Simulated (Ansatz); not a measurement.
An Ansatz (a program for electronic structure) run: BN with a change (isotropic strain −2.50 %); Kohn–Sham DFT with the PBEsol functional, run in Ansatz with PAW and 420 eV plane waves, no spin-orbit coupling.

Input:

Ansatz 0.2 input:
```yaml
crystal:
  lattice:
    - [0, 1.757768314, 1.757768314]
    - [1.757768314, 0, 1.757768314]
    - [1.757768314, 1.757768314, 0]
  atoms:
    - { symbol: B, position: [0, 0, 0] }
    - { symbol: N, position: [0.25, 0.25, 0.25] }
basis: { ecutwfc: 420, ecutrho_ratio: 4, xc_grid: 2, fft_grid_basis: typed }
kpoints: { mp_grid: { grid: [16, 16, 16] } }
hamiltonian:
  xc: pbesol
  dispersion: none
  pseudopotentials: { kind: paw }
scf: { occupations: { method: fermi_dirac, width: 0.05 }, convergence: { dr2_threshold: 0.0000000002 } }
relax: { f_tol: 0.005, max_steps: 50 }
output: { forces: true, stress: true }
checkpoint: { write: state.ck, write_every: 1000 }
```

Output (explanatory and most iteration lines left out):

```
Relaxation: its limit of steps is 50 (relax.max_steps)
Pseudopotential: B, paw, valence charge 3
Pseudopotential: N, paw, valence charge 5
Crystal: 2 atoms, lattice volume = 10.862 Å³
Basis set: ecut = 420 eV, 181 PW (Γ), exchange–correlation on 36×36×36 points (8 copies of the dense FFT grid, shifted against one another)
Bands: 8, of which v1, the nominal top of the filled ones, is band 4 counted from 1 (3 counted from 0)
Symmetry: 24 space group operations
Space group: F-43m (ITA 216), of the structure as read, at distance tolerance 2.2e-5 Å
k-points: 145 of 4096 (time reversal used)
Functional: x = pbesol(κ = 0.804, μ = 0.12345679012345678), c = pbesol(β = 0.046)
SCF iter   1: F=—  HF=-533.755423 eV  |F-HF|=—  |Δ(HF+E_count)|=         —  Δρ=1.21e-2  dr2=1.13e-2  ethr=1.77e-3  ⟨swp⟩=4.2  Hψ=7383  notcnv=0
SCF iter   2: F=—  HF=-533.751818 eV  |F-HF|=—  |Δ(HF+E_count)|=   3.60e-3  Δρ=3.06e-3  dr2=6.80e-4  ethr=1.41e-4  ⟨swp⟩=2.3  Hψ=3028  notcnv=0
SCF 1 converged in 6 iterations: F = -533.751631 eV  dr2 = 7.24e-12
relax step   1: F+E_penalty+E_count = -533.75163080 eV  Δ(F+E_penalty+E_count) = +0.000e0 eV  max|allowed force component| = 4.117e-16 eV/Å  Δτ_max = 0.0000 Å  (6 SCF iters, accepted)
SCF converged after 6 iterations
Free energy (F): -533.751631 eV
Internal energy: -533.751631 eV  (E = F + TS)
E sigma→0 (E₀):  -533.751631 eV
Fermi energy:    14.737246 eV
--- Forces (eV/Å), atoms counted from 1 ---
  atom   1  B      0.00000000    -0.00000000     0.00000000
  atom   2  N     -0.00000000    -0.00000000     0.00000000
--- Stress (GPa, compression-positive) ---
       33.620408       0.000000      -0.000000
       -0.000000      33.620408       0.000000
       -0.000000       0.000000      33.620408
  P = ⅓ Tr σ = 33.6204 GPa (336.204 kbar)
--- Relaxed structure (1 steps of the walk, 1 accepted, 0 SCFs on fresh bases) ---
  atoms:
    - { symbol: B, position: [0.0, 0.0, 0.0] }
    - { symbol: N, position: [0.25, 0.25, 0.25] }
```

No phonon test of stability was made. The cell was made from BN in the zinc blende structure (space group F-43m, No. 216) by this change: isotropic strain −2.50 %.
